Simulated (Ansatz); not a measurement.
The parent structure is C (space group I4/mmm, No. 139; a = 4.3564 Å, c = 2.4989 Å; a model cell, its experimental status unchecked). Axes: x, y, z lie along a, b, c of the conventional cell.

All numbers come from DFT with PBEsol, PAW potentials and a 420 eV plane-wave cutoff in Ansatz (a program for electronic structure), scalar-relativistic without spin-orbit coupling.

Strains are applied to the cell and any free atomic positions relax; under biaxial strain the out-of-plane vector relaxes too; under stress the whole cell relaxes.

One change was made to it. Results:

| quantity | base | after |
|---|---|---|
| band gap | 2.27 eV | 2.27 eV |
| energy relative to the base (free energy F) | 0 meV/atom | 0.0 meV/atom |

### Question
Name the change that was made.
(A) uniaxial stress, 0.5 GPa compression along x
(B) strain tensor (xx, yy, zz, yz, xz, xy) = (+1.16, −2.02, +1.40, −0.10, +0.78, −0.13) %
(C) isotropic strain −2.99 %
(D) biaxial strain −0.91 %, plane normal [001], relaxed out of plane

### Answer
A, uniaxial stress, 0.5 GPa compression along x. For comparison, the band gap in the other runs: biaxial strain −0.91 %, plane normal [001], relaxed out of plane gives 2.19 eV; strain tensor (xx, yy, zz, yz, xz, xy) = (+1.16, −2.02, +1.40, −0.10, +0.78, −0.13) % gives 2.19 eV; isotropic strain −2.99 % gives 2.01 eV.

A biaxial case was relaxed in a doubled cell and then solved in the primitive one. Beyond what the load breaks, stability against distortions was not tested. This is not the structure that C has at room temperature and ambient pressure.
